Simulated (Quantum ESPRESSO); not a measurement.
Habitual settings against a tight run: Be5Pd (F-43m, 6 atoms in the cell)

Self-consistent single point.

```
Be5Pd
1.0
    0.00000     2.97686     2.97686
    2.97686     0.00000     2.97686
    2.97686     2.97686     0.00000
Be Pd
5 1
Direct
  0.25000   0.25000   0.25000
  0.62461   0.62461   0.62461
  0.12617   0.62461   0.62461
  0.62461   0.62461   0.12617
  0.62461   0.12617   0.62461
  0.00000   0.00000   0.00000
```

Method of the run: LDA (PZ), GBRV 1.5 ultrasoft (LDA) pseudopotentials (plane waves; Quantum ESPRESSO).

Base settings: ecutwfc = 40 Ry; ecutrho = 320 Ry; occupations = smearing; smearing = mp; degauss = 0.0147 Ry; potentials = {Be: be_lda_v1.4.uspp.F.UPF, Pd: pd_lda_v1.4.uspp.F.UPF}; K_POINTS = automatic 8 8 8 0 0 0; conv_thr = 1e-10 Ry; mixing_beta = 0.7.

Tight run (finer mesh or higher cutoff; not a proven limit): ecutwfc: 40 Ry → 56 Ry; ecutrho: 320 Ry → 448 Ry; conv_thr: 1e-10 Ry → 7.3e-11 Ry; K_POINTS: automatic 8 8 8 0 0 0 → automatic 11 11 11 0 0 0. It gave Fermi level (on the code's own zero) 11.67 eV; pressure -5.08 GPa; largest force (vector length) 0.070 eV/Å.

Quick runs, as changes from the base:
- A: the base itself
- B: ecutwfc: 40 Ry → 32 Ry; ecutrho: 320 Ry → 256 Ry; degauss: 0.0147 Ry → 0.0099958 Ry; conv_thr: 1e-10 Ry → 7.3e-05 Ry; K_POINTS: automatic 8 8 8 0 0 0 → automatic 6 6 6 1 1 1
- C: ecutwfc: 40 Ry → 24 Ry; ecutrho: 320 Ry → 192 Ry; degauss: 0.0147 Ry → 0.036749 Ry; conv_thr: 1e-10 Ry → 7.3e-05 Ry; K_POINTS: automatic 8 8 8 0 0 0 → automatic 1 1 1 0 0 0
- D: ecutwfc: 40 Ry → 28 Ry; ecutrho: 320 Ry → 224 Ry; smearing: mp → fd; degauss: 0.0147 Ry → 0.0099958 Ry; K_POINTS: automatic 8 8 8 0 0 0 → automatic 8 8 8 1 1 1
- E: ecutwfc: 40 Ry → 20 Ry; ecutrho: 320 Ry → 160 Ry; K_POINTS: automatic 8 8 8 0 0 0 → automatic 4 4 4 1 1 1

Energies are extrapolated to zero smearing width, which holds to low order in the width alone (under cold and Methfessel-Paxton smearing the free energy itself is taken).

Dashes: pressure of B, C, not trusted under this conv_thr with d or f elements; time of B, C, E, under 30 s.

The count of work is k-points × plane waves × bands × iterations; it is no time. Core times come from one kind of shared machine and are given to one figure; runs under 30 s give none.

The starting cell comes from a database of computed structures (which also holds hypothetical and non-ambient phases and stackings), without a prior relaxation at this level. Its lattice was rescaled by a random factor within 2.5 % of one. Spin polarisation is off. In the base run, with a pressure of about -6 GPa the cell is away from its equilibrium volume at this level.

```
run  energy less tight (meV/atom)  pressure less tight (GPa)  largest miss in a force vector (eV/Å)  count of work / tight  core time / tight (rough)
---  ----------------------------  -------------------------  -------------------------------------  ---------------------  -------------------------
A                             3.9                      -0.60                                  0.017                   0.31                        0.4
B                            68.6                          –                                  0.000                   0.13                          –
C                          2903.4                          –                                  1.958                 0.0039                          –
D                           315.1                     -39.26                                  0.009                   0.38                        0.3
E                          4533.0                    -338.19                                  0.062                  0.041                          –
```

Among the runs at the tight run's level, the energy misses run from 3.9 to 4533.0 meV/atom.

Left out of this page: 1 run of the series outside the window shown, repeating another row's setting, or not comparable.
